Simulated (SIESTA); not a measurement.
Band structure of MgWF₆ (R-3, 8 atoms in the cell).

```yaml
crystal:
  lattice:
    - [2.56967, 1.48360, 4.65800]
    - [-2.56967, 1.48360, 4.65800]
    - [0.00000, -2.96720, 4.65800]
  atoms:
    - { symbol: Mg, position: [0.50000, 0.50000, 0.50000] }
    - { symbol: W, position: [0.00000, 0.00000, 0.00000], spin: 1.0 }
    - { symbol: F, position: [0.24539, 0.63491, 0.86538] }
    - { symbol: F, position: [0.75461, 0.36509, 0.13462] }
    - { symbol: F, position: [0.86538, 0.24539, 0.63491] }
    - { symbol: F, position: [0.13462, 0.75461, 0.36509] }
    - { symbol: F, position: [0.63491, 0.86538, 0.24539] }
    - { symbol: F, position: [0.36509, 0.13462, 0.75461] }
```
(The spins are starting values, not results.)

Method: SIESTA 5.4.2 with GGA PBEsol, numerical atomic orbitals TZP, PseudoDojo PBEsol standard norm-conserving potentials (rewritten from UPF to PSML).

Settings: XC.functional = GGA; XC.authors = PBEsol; potentials = PseudoDojo PBEsol standard; PAO.BasisSize = TZP; PAO.EnergyShift = 0.005 Ry; MeshCutoff = 300 Ry; kgrid.MonkhorstPack = 3 3 3; OccupationFunction = FD; ElectronicTemperature = 116.05 K; Spin = polarized; DM.InitSpin = [1 +0.00, 2 +1.00, 3 +0.00, 4 +0.00, 5 +0.00, 6 +0.00, 7 +0.00, 8 +0.00]; MaxSCFIterations = 150; SCF.Mixer.Method = Broyden; SCF.Mixer.Weight = 0.1.

The starting cell comes from a database of computed structures (which also holds hypothetical and non-ambient phases and stackings), without a prior relaxation at this level. Spin-orbit coupling is off. With one magnetic atom in the cell only a parallel order is possible. Values carry the incompleteness of an atom-centred basis.

Levels in eV from the Fermi level, bands 31 to 36 of the first spin channel:
```
point     31     32     33     34     35    36
-----  -----  -----  -----  -----  -----  ----
Γ      -4.99  -4.99  -0.08  -0.08  -0.02  2.81
L      -5.12  -5.09  -0.15  -0.09   0.02  3.77
B1     -5.14  -5.12  -0.11  -0.06   0.03  3.56
B      -5.14  -5.12  -0.11  -0.06   0.03  3.56
Z      -5.13  -5.13   0.03   0.03   0.05  3.96
X      -5.21  -5.09  -0.11  -0.09   0.03  3.54
Q      -5.21  -5.09  -0.11  -0.09   0.03  3.54
F      -5.22  -5.05  -0.12  -0.08   0.06  3.35
P1     -5.20  -5.06  -0.10  -0.04   0.05  3.53
P      -5.20  -5.06  -0.10  -0.04   0.05  3.53
```

No band crosses the Fermi level by more than 0.03 eV along this path.

Higher empty bands are left out: an atom-centred basis made for the valence describes them poorly.

The net moment of the cell came out as 2.00 μB.
